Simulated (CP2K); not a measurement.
## A self-consistent single point of SrZn₅ (P6/mmm, 6 atoms in the cell) with CP2K

Method of the run: CP2K with PBEsol, GPW, DZVP-MOLOPT-SR-GTH basis, GTH-PBE potentials (GTH_POTENTIALS).

This input was run:

```
&GLOBAL
  PROJECT run
  RUN_TYPE ENERGY_FORCE
  PRINT_LEVEL LOW
&END GLOBAL
&FORCE_EVAL
  METHOD Quickstep
  STRESS_TENSOR ANALYTICAL
  &DFT
    BASIS_SET_FILE_NAME BASIS_MOLOPT
    POTENTIAL_FILE_NAME GTH_POTENTIALS
    &QS
      METHOD GPW
      EPS_DEFAULT 1E-10
    &END QS
    &MGRID
      CUTOFF 600
      REL_CUTOFF 40
      NGRIDS 5
    &END MGRID
    &SCF
      SCF_GUESS ATOMIC
      EPS_SCF 1E-7
      MAX_SCF 100
      ADDED_MOS 12
      &DIAGONALIZATION
        ALGORITHM STANDARD
      &END DIAGONALIZATION
      &MIXING
        METHOD BROYDEN_MIXING
        ALPHA 0.3
        NBUFFER 12
        BETA 1.5
      &END MIXING
      &SMEAR ON
        METHOD FERMI_DIRAC
        ELECTRONIC_TEMPERATURE [K] 1160.45
      &END SMEAR
    &END SCF
    &KPOINTS
      SCHEME MONKHORST-PACK 5 5 5
    &END KPOINTS
    &XC
      &XC_FUNCTIONAL
        &PBE
          PARAMETRIZATION PBESOL
        &END PBE
      &END XC_FUNCTIONAL
    &END XC
    &PRINT
      &MO
        EIGENVALUES T
        OCCUPATION_NUMBERS T
        NDIGITS 8
        FILENAME mo
        &EACH
          QS_SCF 0
        &END EACH
        ADD_LAST NUMERIC
      &END MO
      &MULLIKEN OFF
      &END MULLIKEN
    &END PRINT
  &END DFT
  &SUBSYS
    &CELL
      A 5.48629000 0.00000000 0.00000000
      B -2.74314500 4.75126700 0.00000000
      C 0.00000000 0.00000000 4.19856000
      PERIODIC XYZ
    &END CELL
    &COORD
      Sr       0.00000000     0.00000000     0.00000000
      Zn       2.74314774     1.58375408     0.00000000
      Zn      -0.00000274     3.16751292     0.00000000
      Zn       2.74314500     0.00000000     2.09928000
      Zn       1.37157250     2.37563350     2.09928000
      Zn      -1.37157250     2.37563350     2.09928000
    &END COORD
    &KIND Sr
      BASIS_SET DZVP-MOLOPT-SR-GTH-q10
      POTENTIAL GTH-PBE-q10
    &END KIND
    &KIND Zn
      BASIS_SET DZVP-MOLOPT-SR-GTH-q12
      POTENTIAL GTH-PBE-q12
    &END KIND
  &END SUBSYS
  &PRINT
    &FORCES ON
    &END FORCES
    &STRESS_TENSOR ON
    &END STRESS_TENSOR
  &END PRINT
&END FORCE_EVAL
```

Output (repeated stretches shortened):

```
 GLOBAL| Method name                                                        CP2K
 GLOBAL| Project name                                                        run
 GLOBAL| Run type                                                   ENERGY_FORCE

 TOTAL NUMBERS AND MAXIMUM NUMBERS

  Total number of            - Atomic kinds:                                   2
                             - Atoms:                                          6
                             - Shell sets:                                     6
                             - Shells:                                        41
                             - Primitive Cartesian functions:                 36
                             - Cartesian basis functions:                    165
                             - Spherical basis functions:                    139

  Maximum angular momentum of- Orbital basis functions:                        3
                             - Local part of the GTH pseudopotential:          2
                             - Non-local part of the GTH pseudopotential:      4

 SCF PARAMETERS         Density guess:                                    ATOMIC
                        max_scf:                                             100
                        max_diis:                                              4
                        eps_scf:                                        1.00E-07
                        eps_diis:                                       1.00E-01
                        eps_eigval:                                     1.00E-05
                        level_shift [a.u.]:                             0.000000
                        added MOs                                        12    0
                        Mixing method:                            BROYDEN_MIXING
                                                charge density mixing in g-space
                        Smear method:                                FERMI_DIRAC
                        Electronic temperature [K]:                       1160.5
                        Electronic temperature [a.u.]:                  3.67E-03
                        Accuracy threshold:                             1.00E-10
                        No outer SCF

 Extrapolation method: initial_guess

 Number of electrons:                                                         70
 Number of occupied orbitals:                                                 35
 Number of molecular orbitals:                                                47

 Number of orbital functions:                                                139
 Number of independent orbital functions:                                    139

 SCF WAVEFUNCTION OPTIMIZATION

  Step     Update method      Time    Convergence         Total energy    Change
     1 NoMix/Diag. 0.30E+00      -     1.73534107      -333.3918806772 -3.33E+02
     2 Broy./Diag. 0.30E+00      -     0.03237487      -335.3485336604 -1.96E+00
     3 Broy./Diag. 0.30E+00      -     0.03045118      -333.7557126241  1.59E+00
     4 Broy./Diag. 0.30E+00      -     0.02078916      -332.6694740429  1.09E+00
     5 Broy./Diag. 0.30E+00      -     0.00390218      -332.4942763457  1.75E-01
     6 Broy./Diag. 0.30E+00      -     0.00262427      -332.6265283508 -1.32E-01
     7 Broy./Diag. 0.30E+00      -     0.00240176      -332.6568487517 -3.03E-02
   [... 8 lines left out ...]
    16 Broy./Diag. 0.30E+00      -     0.00000206      -332.6383865364  8.68E-06
    17 Broy./Diag. 0.30E+00      -     0.00000030      -332.6383881264 -1.59E-06
    18 Broy./Diag. 0.30E+00      -     0.00000014      -332.6383878375  2.89E-07
    19 Broy./Diag. 0.30E+00      -     0.00000016      -332.6383881989 -3.61E-07
    20 Broy./Diag. 0.30E+00      -     0.00000001      -332.6383882412 -4.23E-08

  *** SCF run converged in    20 steps ***

  Electronic density on regular grids:        -69.9999998850        0.0000001150
  Core density on regular grids:               69.9999999930       -0.0000000070
  Total charge density on r-space grids:        0.0000001080
  Total charge density g-space grids:           0.0000001080

  Overlap energy of the core charge distribution:               0.00000000205055
  Self energy of the core charge distribution:               -457.02121902581735
  Core Hamiltonian energy:                                    139.53589531232413
  Hartree energy:                                              33.35764250726379
  Exchange-correlation energy:                                -48.50709011290557
  Electronic entropic energy:                                  -0.00361692419687
  Fermi energy:                                                 0.21937691341058

  Total energy:                                              -332.63838824118108
  Total energy (extrapolated to T->0):                       -332.63657977908264

 ENERGY| Total FORCE_EVAL ( QS ) energy [hartree]           -332.638388234526587

 FORCES| Atomic forces [hartree/bohr]
 FORCES|   Atom     x               y               z               |f|
 FORCES|      1  9.92141388E-10  1.22863011E-08  1.12415750E-14   1.23262946E-08
 FORCES|      2 -1.13587109E-06  7.05423322E-07  5.21958620E-15   1.33709580E-06
 FORCES|      3  1.13370398E-06 -7.12185748E-07  6.93175450E-15   1.33884026E-06
 FORCES|      4  2.88023796E-11 -1.56580194E-08 -5.45460315E-15   1.56580459E-08
 FORCES|      5 -4.27631696E-08  6.59308959E-09 -1.34455837E-15   4.32684354E-08
 FORCES|      6  4.40190781E-08  6.32551115E-09 -8.02170910E-16   4.44712416E-08
 FORCES| Sum     1.09744795E-10  2.78445662E-09  1.57915833E-14
 FORCES| Total atomic force                                       2.78661849E-09

 STRESS| Analytical stress tensor [bar]
 STRESS|                        x                   y                   z
 STRESS|      x       -7.90168855352E+03  -2.00470867264E+00   2.03253525416E-05
 STRESS|      y       -2.00470867264E+00  -7.90384517718E+03   3.52084919745E-05
 STRESS|      z        2.03253525416E-05   3.52084919745E-05  -8.10526332587E+03
 STRESS| 1/3 Trace                                            -7.97026568553E+03
```

The run converged in 20 iterations.

The starting cell comes from a database of computed structures (which also holds hypothetical and non-ambient phases and stackings), without a prior relaxation at this level. Values carry the incompleteness of an atom-centred basis. The potentials were made for another functional than the one used.

Cost on one core of a shared machine: roughly 2 min.
